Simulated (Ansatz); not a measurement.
WSe₂ in the 2H-MoS2 type structure (space group P6_3/mmc, No. 194; layered, stacked along the Cartesian z axis)

```xyz
6
Lattice="3.2305 0.0000 0.0000 -1.6153 2.7977 0.0000 0.0000 0.0000 12.4113" Properties=species:S:1:pos:R:3 pbc="T T T"
W      0.0000     1.8651     3.1028
W      1.6153     0.9326     9.3085
Se     0.0000     1.8651     7.6274
Se     1.6153     0.9326     1.4217
Se     1.6153     0.9326     4.7839
Se     0.0000     1.8651    10.9896
```

Level of theory: PBEsol-D3(BJ) (Ansatz, an electronic-structure program), without spin-orbit coupling. Γ-centred 12×12×3 mesh, Fermi–Dirac width 0.05 eV.

Volume per atom: 18.70 Å³
Density: 10.12 g/cm³
Band gap: 0.67 eV, indirect, Γ → K–Γ (47 % along)
Hole mass: 1.5 mₑ along c, 0.60 mₑ across
Total energy: -7036.047 eV/atom (σ→0; compares only within this code and set-up)

Spin-orbit coupling, missing from the scalar runs, can matter with W. Effective masses come from finite differences of ±0.01 Å⁻¹. Stability against distortions was not tested.
